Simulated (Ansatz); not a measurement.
The starting structures come from a database of crystals and need not be the phases stable at ambient conditions.

Given:

```yaml
crystal:
  lattice:
    - [4.67575, 0.00000, 0.00000]
    - [2.29233, 4.07528, 0.00000]
    - [0.00000, 0.00000, 7.63690]
  atoms:
    - { symbol: Cd, position: [0.15153, 0.15153, 0.00017] }
    - { symbol: Cd, position: [0.84847, 0.84847, 0.50017] }
    - { symbol: Te, position: [0.81781, 0.81781, 0.12483] }
    - { symbol: Te, position: [0.18219, 0.18219, 0.62483] }
```

Space group of this cell: Cmc2_1. The cell is taken as given; by r2SCAN its mean pressure is -1.2 GPa.

Calculation: r2SCAN (plane waves, PAW; Ansatz, a program for electronic structure).

The current runs along the normal of the first two printed vectors; no spin-orbit coupling. Scaled by the factor s: all lengths (ions clamped). Meshes 8×8×4 and 8×8 across the current in all rows.

| s | mean pressure (GPa) | slowest mid-gap decay constant κ (1/Å) |
|---|---|---|
| 0.98 | 1.2 | 0.086 |
| 1.00 | -1.2 | 0.076 |
| 1.02 | -3.0 | ? |

Question: Take the slope of the slowest mid-gap decay constant κ against ln s from the two given rows, extrapolate to s = 1.02, and say what the run there gives.

Answer: Slope = (0.086 − 0.076) / ln 0.98 = -0.495 1/Å. The line gives 0.076 + (-0.495) × ln 1.02 = 0.066 1/Å. The run gives 0.066 1/Å, as the line does.
